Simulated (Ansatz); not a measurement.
Data:

```yaml
crystal:
  lattice:
    - [4.57355, 0.00000, 0.00000]
    - [0.00000, 4.57355, 0.00000]
    - [2.28678, -2.28678, 3.32929]
  atoms:
    - { symbol: Sn, position: [0.00000, 0.00000, 0.00000] }
    - { symbol: Sn, position: [0.75000, 0.75000, 0.50000] }
```

No spin polarisation.

All numbers come from plane-wave PAW DFT at the r2SCAN level (Ansatz, a first-principles code, 500 eV), without spin-orbit coupling. Γ-centred 12×12×12 mesh, Fermi–Dirac width 0.05 eV.

**Question.** Predict the space group, band gap and pressure.

**Answer.** The space group is I4_1/amd (No. 141) and the band gap comes out as zero. The pressure (mean of the normal stresses, compression positive) comes out as 0.7 GPa.

The cells carry an imposed strain or load. Stability against distortions was not tested. The cell was made from Sn in the diamond structure (space group Fd-3m, No. 227) by this change: biaxial strain −1.50 %, plane normal [001], relaxed out of plane.
